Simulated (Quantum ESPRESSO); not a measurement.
A self-consistent single point of ZnNi3C (Pm-3m, 5 atoms in the cell) with Quantum ESPRESSO.

Level of theory: PBEsol, PSlibrary PAW (PBE) pseudopotentials (plane waves; Quantum ESPRESSO).

The change in words: opposed starting moments (0 2 -2 2 0 μB); nspin: default → 2. Reference geometry:
```yaml
crystal:
  lattice:
    - [3.84835, 0.00000, 0.00000]
    - [0.00000, 3.84835, 0.00000]
    - [0.00000, 0.00000, 3.84835]
  atoms:
    - { symbol: Zn, position: [0.00000, 0.00000, 0.00000] }
    - { symbol: Ni, position: [0.00000, 0.50000, 0.50000] }
    - { symbol: Ni, position: [0.50000, 0.00000, 0.50000] }
    - { symbol: Ni, position: [0.50000, 0.50000, 0.00000] }
    - { symbol: C, position: [0.50000, 0.50000, 0.50000] }
```

Reference input (self-consistent single point, DFT, PBEsol, plane waves, PSlibrary PAW (PBE) pseudopotentials): ecutwfc = 50 Ry; ecutrho = 400 Ry; occupations = smearing; smearing = mp; degauss = 0.0036749 Ry; input_dft = pbesol; K_POINTS = automatic 7 7 7 0 0 0; conv_thr = 1e-10 Ry. This run's input differs from it in these lines:

```diff
@@ -12,3 +12,3 @@
   nat = 5
-  ntyp = 3
+  ntyp = 4
   ecutwfc = 50
@@ -18,2 +18,5 @@
   degauss = 0.0036749
+  nspin = 2
+  starting_magnetization(2) = 0.200
+  starting_magnetization(3) = -0.200
   input_dft = 'pbesol'
@@ -25,3 +28,4 @@
 Zn    65.3800  Zn.pbe-dn-kjpaw_psl.1.0.0.UPF
-Ni    58.6934  Ni.pbe-n-kjpaw_psl.1.0.0.UPF
+Ni1   58.6934  Ni.pbe-n-kjpaw_psl.1.0.0.UPF
+Ni2   58.6934  Ni.pbe-n-kjpaw_psl.1.0.0.UPF
 C     12.0110  C.pbe-n-kjpaw_psl.1.0.0.UPF
@@ -29,5 +33,5 @@
 Zn    0.0000000000    0.0000000000    0.0000000000
-Ni    0.0000000000    0.5000000000    0.5000000000
-Ni    0.5000000000    0.0000000000    0.5000000000
-Ni    0.5000000000    0.5000000000    0.0000000000
+Ni1   0.0000000000    0.5000000000    0.5000000000
+Ni2   0.5000000000    0.0000000000    0.5000000000
+Ni1   0.5000000000    0.5000000000    0.0000000000
 C     0.5000000000    0.5000000000    0.5000000000
```

Output, abridged:

```
     Self-consistent Calculation

     iteration #  1     ecut=    50.00 Ry     beta= 0.70

     total energy              =    -808.23131434 Ry
     estimated scf accuracy    <       0.50399487 Ry

     total magnetization       =     0.78 Bohr mag/cell
     absolute magnetization    =     2.05 Bohr mag/cell

     iteration #  2     ecut=    50.00 Ry     beta= 0.70

     total energy              =    -808.04183576 Ry
     estimated scf accuracy    <       2.38952392 Ry

     total magnetization       =    -0.34 Bohr mag/cell
     absolute magnetization    =     1.62 Bohr mag/cell

     iteration #  3     ecut=    50.00 Ry     beta= 0.70

   [... lines left out ...]

     total energy              =    -808.51552911 Ry
     estimated scf accuracy    <          1.2E-10 Ry

     total magnetization       =     0.00 Bohr mag/cell
     absolute magnetization    =     0.00 Bohr mag/cell

     iteration # 19     ecut=    50.00 Ry     beta= 0.70

     Magnetic moment per site  (integrated on atomic sphere of radius R)
     atom   1 (R=0.292)  charge= 10.7421  magn= -0.0000
     atom   2 (R=0.206)  charge=  7.4508  magn=  0.0000
     atom   3 (R=0.206)  charge=  7.4508  magn=  0.0000
     atom   4 (R=0.206)  charge=  7.4508  magn=  0.0000
     atom   5 (R=0.206)  charge=  2.8760  magn= -0.0000
     End of self-consistent calculation

     the Fermi energy is    11.5732 ev

!    total energy              =    -808.51552911 Ry
     estimated scf accuracy    <          1.5E-11 Ry
     smearing contrib. (-TS)   =       0.00013032 Ry
     internal energy E=F+TS    =    -808.51565943 Ry

     total magnetization       =     0.00 Bohr mag/cell
     absolute magnetization    =     0.00 Bohr mag/cell

     convergence has been achieved in  19 iterations

     Forces acting on atoms (cartesian axes, Ry/au):

     atom    1 type  1   force =     0.00000000    0.00000000    0.00000000
   [... zero for the other atoms too ...]

     Total force =     0.000000     Total SCF correction =     0.000000

          total   stress  (Ry/bohr**3)                   (kbar)     P=     -187.14
  -0.00127214   0.00000000   0.00000000         -187.14        0.00        0.00
   0.00000000  -0.00127214   0.00000000            0.00     -187.14        0.00
   0.00000000   0.00000000  -0.00127214            0.00        0.00     -187.14

   JOB DONE.
```

The run converged in 19 iterations. Against the reference run the pressure stays at -18.71 GPa.

The starting cell comes from a database of computed structures (which also holds hypothetical and non-ambient phases and stackings), without a prior relaxation at this level. Its lattice was rescaled by a random factor within 2.5 % of one. The starting moments vanished: the run ended non-magnetic, which need not be the lowest state. With a pressure of about -19 GPa the cell is away from its equilibrium volume at this level.

Cost on one core of a shared machine: roughly 3 min.
